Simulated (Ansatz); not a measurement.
Reference: Na2Te (Fm-3m), PBEsol with spin-orbit coupling, rigid bands (plane waves, PAW; Ansatz, an electronic-structure program); geometry: cell and atoms relaxed with PBEsol.

Space group Fm-3m (No. 225); a = 7.247 Å, b = 7.247 Å, c = 7.247 Å, α = 90.00°, β = 90.00°, γ = 90.00°

```csv
atom,site,symmetry,x,y,z
Na,8c,-43m,0.2500,0.2500,0.2500
Te,4a,m-3m,0.0000,0.0000,0.0000
```
(The calculation used a cell of 3 atoms; values per cell refer to that cell.)

The band gap is 1.78 eV. The electron conductivity mass comes out as 0.22 mₑ and the hole conductivity mass is 1.74 mₑ. The Seebeck coefficient, n-type 1e19 cm⁻³ comes out as -121 μV/K.

Question: Replace Na by K on the same sites and relax. What happens?

Answer: K₂Te (Fm-3m): volume per atom 31.7 to 44.1 Å³; band gap rises (1.78 eV to 1.95 eV); electron conductivity mass rises (0.22 mₑ to 0.30 mₑ); hole conductivity mass rises (1.74 mₑ to 7.3 mₑ); Seebeck coefficient, n-type 1e19 cm⁻³ rises in size (-121 μV/K to -155 μV/K).

Moves up to 5 % count as about the same. Masses are for dilute carriers at 300 K, harmonic means over directions unless an axis is named. Seebeck coefficients are for the stated density at 300 K, with one relaxation time for all states and whether or not that doping can be reached.

Formula and space group known from diffraction (Crystallography Open Database), not checked to be the room-temperature form: K2Te (Fm-3m), Na2Te (Fm-3m).
